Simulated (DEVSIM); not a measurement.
Device: abrupt GaAs n-p junction, at 300 K.

| layer (left to right) | material | thickness (μm) | Nd (cm⁻³) | Na (cm⁻³) | τn (s) | τp (s) |
|---|---|---|---|---|---|---|
| 1 | GaAs | 25.0 | 1.4e17 | - | 6.7e-10 | 6.7e-10 |
| 2 | GaAs | 2.50 | - | 3.6e13 | 6.7e-10 | 6.7e-10 |

Left contact: ohmic. Right contact: ohmic. Voltage is applied to the left contact. Recombination: SRH at mid-gap, radiative, Auger. Mobility is constant in doping.

This is a model device: material constants are rounded textbook-type values typed into the input, and sizes, dopings and lifetimes were drawn at random. Values at 300 K.

```tsv
parameter	GaAs
gap (eV)	1.424
affinity (eV)	4.07
permittivity	12.9
Nc (cm⁻³)	4.7e17
Nv (cm⁻³)	9e18
μn (cm²/Vs)	8500
μp (cm²/Vs)	400
B (cm³/s)	2e-10
Cn (cm⁶/s)	1e-30
Cp (cm⁶/s)	1e-30
```

Model (solved in DEVSIM): 1D drift-diffusion, Boltzmann statistics, complete ionisation; no tunnelling, impact ionisation, image-force lowering or self-heating.

**Question.** Tabulate band edges, carrier densities and field at -1.05 V on the left contact.

**Answer.** Energies count from the Fermi level of the right contact; mesh points crowd at the junctions.

```json
[
 {"x (μm)": "0.000", "Ec (eV)": "1.081", "Ev (eV)": "-0.343", "n (cm⁻³)": "1.4e17", "p (cm⁻³)": "< 1e2", "field (V/cm)": "≈ 0"},
 {"x (μm)": "0.03488", "Ec (eV)": "1.081", "Ev (eV)": "-0.343", "n (cm⁻³)": "1.4e17", "p (cm⁻³)": "< 1e2", "field (V/cm)": "≈ 0"},
 {"x (μm)": "0.1204", "Ec (eV)": "1.081", "Ev (eV)": "-0.343", "n (cm⁻³)": "1.4e17", "p (cm⁻³)": "< 1e2", "field (V/cm)": "≈ 0"},
 {"x (μm)": "0.3299", "Ec (eV)": "1.081", "Ev (eV)": "-0.343", "n (cm⁻³)": "1.4e17", "p (cm⁻³)": "< 1e2", "field (V/cm)": "≈ 0"},
 {"x (μm)": "1.129", "Ec (eV)": "1.081", "Ev (eV)": "-0.343", "n (cm⁻³)": "1.4e17", "p (cm⁻³)": "< 1e2", "field (V/cm)": "≈ 0"},
 {"x (μm)": "2.803", "Ec (eV)": "1.081", "Ev (eV)": "-0.343", "n (cm⁻³)": "1.4e17", "p (cm⁻³)": "< 1e2", "field (V/cm)": "≈ 0"},
 {"x (μm)": "6.903", "Ec (eV)": "1.081", "Ev (eV)": "-0.343", "n (cm⁻³)": "1.4e17", "p (cm⁻³)": "< 1e2", "field (V/cm)": "≈ 0"},
 {"x (μm)": "18.23", "Ec (eV)": "1.080", "Ev (eV)": "-0.344", "n (cm⁻³)": "1.4e17", "p (cm⁻³)": "7.4e7", "field (V/cm)": "≈ 0"},
 {"x (μm)": "22.25", "Ec (eV)": "1.080", "Ev (eV)": "-0.344", "n (cm⁻³)": "1.4e17", "p (cm⁻³)": "9.6e9", "field (V/cm)": "≈ 0"},
 {"x (μm)": "23.89", "Ec (eV)": "1.080", "Ev (eV)": "-0.344", "n (cm⁻³)": "1.4e17", "p (cm⁻³)": "7.0e10", "field (V/cm)": "≈ 0"},
 {"x (μm)": "24.56", "Ec (eV)": "1.080", "Ev (eV)": "-0.344", "n (cm⁻³)": "1.4e17", "p (cm⁻³)": "1.6e11", "field (V/cm)": "≈ 0"},
 {"x (μm)": "24.88", "Ec (eV)": "1.080", "Ev (eV)": "-0.344", "n (cm⁻³)": "1.4e17", "p (cm⁻³)": "2.3e11", "field (V/cm)": "≈ 0"},
 {"x (μm)": "24.97", "Ec (eV)": "1.081", "Ev (eV)": "-0.342", "n (cm⁻³)": "1.3e17", "p (cm⁻³)": "2.7e11", "field (V/cm)": "1400"},
 {"x (μm)": "25.00", "Ec (eV)": "1.106", "Ev (eV)": "-0.318", "n (cm⁻³)": "5.1e16", "p (cm⁻³)": "7.4e11", "field (V/cm)": "19000"},
 {"x (μm)": "25.05", "Ec (eV)": "1.162", "Ev (eV)": "-0.262", "n (cm⁻³)": "5.8e15", "p (cm⁻³)": "6.5e12", "field (V/cm)": "6300"},
 {"x (μm)": "25.16", "Ec (eV)": "1.204", "Ev (eV)": "-0.220", "n (cm⁻³)": "1.1e15", "p (cm⁻³)": "3.3e13", "field (V/cm)": "2300"},
 {"x (μm)": "25.43", "Ec (eV)": "1.234", "Ev (eV)": "-0.190", "n (cm⁻³)": "3.0e14", "p (cm⁻³)": "1.1e14", "field (V/cm)": "420"},
 {"x (μm)": "26.07", "Ec (eV)": "1.227", "Ev (eV)": "-0.197", "n (cm⁻³)": "1.3e14", "p (cm⁻³)": "1.2e14", "field (V/cm)": "-400"},
 {"x (μm)": "27.07", "Ec (eV)": "1.154", "Ev (eV)": "-0.270", "n (cm⁻³)": "5.8e13", "p (cm⁻³)": "4.6e13", "field (V/cm)": "-1100"},
 {"x (μm)": "27.34", "Ec (eV)": "1.123", "Ev (eV)": "-0.301", "n (cm⁻³)": "3.4e13", "p (cm⁻³)": "3.9e13", "field (V/cm)": "-1200"},
 {"x (μm)": "27.45", "Ec (eV)": "1.109", "Ev (eV)": "-0.315", "n (cm⁻³)": "1.4e13", "p (cm⁻³)": "3.7e13", "field (V/cm)": "-1300"},
 {"x (μm)": "27.50", "Ec (eV)": "1.103", "Ev (eV)": "-0.321", "n (cm⁻³)": "< 1e2", "p (cm⁻³)": "3.6e13", "field (V/cm)": "-1300"}
]
```
